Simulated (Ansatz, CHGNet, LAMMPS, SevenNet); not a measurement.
# L1₂ (Cu3Au-type) Ni3Al, elastic constant C44

Reference value: 123 GPa (measured, temperature not stated, no zero-point or thermal correction; as tabulated in The elastic constants of Ni3Al to 1.4 GPa).

```json
[
 {"level (code)": "MEAM MoCoNiVFeAlCr_2nn.meam (LAMMPS)", "value (GPa)": "131", "cell (Å³/atom)": "11.37", "difference (%)": "+6.5"},
 {"level (code)": "CHGNet 0.3.0 (CHGNet)", "value (GPa)": "58.5", "cell (Å³/atom)": "11.26", "difference (%)": "-52"},
 {"level (code)": "CHGNet-r²SCAN (CHGNet)", "value (GPa)": "47.3", "cell (Å³/atom)": "10.94", "difference (%)": "-62"},
 {"level (code)": "SevenNet-0 (SevenNet)", "value (GPa)": "102", "cell (Å³/atom)": "11.24", "difference (%)": "-17.1"},
 {"level (code)": "PBE (Ansatz)", "value (GPa)": "132", "cell (Å³/atom)": "11.34", "difference (%)": "+7.3"}
]
```

Leaving aside MEAM MoCoNiVFeAlCr_2nn.meam, which can be fitted to such values or carry a doubt: The reference's temperature isn't stated, so close values are not ranked against it. Off by more than 25 % (a bound picked here): CHGNet 0.3.0 (-52 %), CHGNet-r²SCAN (-62 %).

The reference has no zero-point or thermal correction, while the calculations are for a static lattice, so the differences are not the levels' errors alone. A static lattice is as a rule stiffer than a warm one, by over a tenth in soft solids. Spin-polarised runs: PBE (parallel moments). MEAM MoCoNiVFeAlCr_2nn.meam: the potential file covers more elements than this solid holds. Each level is taken at its own relaxed cell. Ansatz's density-functional and Hartree–Fock values are scalar-relativistic unless marked +SOC, with PAW data made under PBE.

Empirical potentials (MEAM MoCoNiVFeAlCr_2nn.meam) are fitted to chosen data, which need not cover the solid at hand: agreement can be built in, and what lay outside the fit can be far off. Machine-learned potentials (CHGNet 0.3.0, CHGNet-r²SCAN, SevenNet-0) are trained on DFT data, which may include these solids.

Differences are worked out from the printed values.

Ansatz is a first-principles code.
